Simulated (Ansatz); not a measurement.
Model glasses of amorphous HfO2, 56 to 61 atoms (Hf18O36 before any change). Each row is one cell at a composition chosen by hand, melted whole on the CHGNet potential with the anions pushed apart under 1.9 Å, quenched within some picoseconds, far faster than a real film, and relaxed with PBE, scalar-relativistic without spin-orbit coupling (plane waves to 420 eV, PAW; Ansatz, a first-principles code). Each is the lower in DFT energy of 2 quenches. Cycles of charging and discharging were tried on some cells ahead of these points, and a cell that came back lower was taken. The column on the box says what of it was relaxed with the atoms; held means as the quench left it. Cells that kept moments or hold spare charge are left out. So are cells far out in the fitted variable, so that no row sets the line alone.

Formal charges balance in every cell, with the guest at the charge named. Neighbours are the O atoms within a cut-off of 1.2 times the sum of covalent radii (1.1 times for Nb); the radius is Shannon's ionic radius for that charge at the coordination found, taken on a straight line between listed coordinations where the table lacks it, averaged where a cell holds several guest atoms. The coordination is that of the cell taken. The cells ran without spin polarisation.

```json
[
 {"guest": "Si4+", "change of the cell": "+2 O, +1 Si", "box": "volume and shape", "cut-off (Å)": "2.12", "O neighbours": "4", "ionic radius (Å)": "0.26", "mean guest-O distance (Å)": "1.66"},
 {"guest": "Cu1+", "change of the cell": "+2 Cu, +1 O", "box": "shape", "cut-off (Å)": "2.38", "O neighbours": "2, 3", "ionic radius (Å)": "0.50", "mean guest-O distance (Å)": "1.99"},
 {"guest": "Zn2+", "change of the cell": "+1 O, +1 Zn", "box": "volume and shape", "cut-off (Å)": "2.26", "O neighbours": "4", "ionic radius (Å)": "0.60", "mean guest-O distance (Å)": "2.03"},
 {"guest": "Nb5+", "change of the cell": "+2 Nb, +5 O", "box": "volume and shape", "cut-off (Å)": "2.53", "O neighbours": "6, 6", "ionic radius (Å)": "0.64", "mean guest-O distance (Å)": "2.02"},
 {"guest": "Mg2+", "change of the cell": "+1 Mg, +1 O", "box": "volume and shape", "cut-off (Å)": "2.48", "O neighbours": "6", "ionic radius (Å)": "0.72", "mean guest-O distance (Å)": "withheld"},
 {"guest": "In3+", "change of the cell": "+2 In, +3 O", "box": "shape", "cut-off (Å)": "2.50", "O neighbours": "6, 6", "ionic radius (Å)": "0.80", "mean guest-O distance (Å)": "2.27"},
 {"guest": "Ca2+", "change of the cell": "+1 Ca, +1 O", "box": "shape", "cut-off (Å)": "2.90", "O neighbours": "7", "ionic radius (Å)": "1.06", "mean guest-O distance (Å)": "2.48"}
]
```

**Question.** Fit a straight line of the last column on the one before it through the 6 full rows, and predict the withheld value for Mg2+.

**Answer.** Means: x = 0.643, y = 2.075. Slope = Σ(Δx Δy) / Σ(Δx²) = 0.3727 / 0.3675 = 1.014; intercept = 2.075 − (1.014) × 0.643 = 1.423 Å; r.m.s. residual 0.038 Å. Prediction: 1.423 + (1.014) × 0.72 = 2.15 Å. The run gave 2.18 Å, a miss of 0.03 Å, within the residual.

**Question.** What would hard spheres give for this line?

**Answer.** A slope of 1 and an intercept at the radius of O2−, 1.35 Å for two neighbours to 1.40 Å for six in Shannon's table; the fit has 1.014 and 1.423 Å.
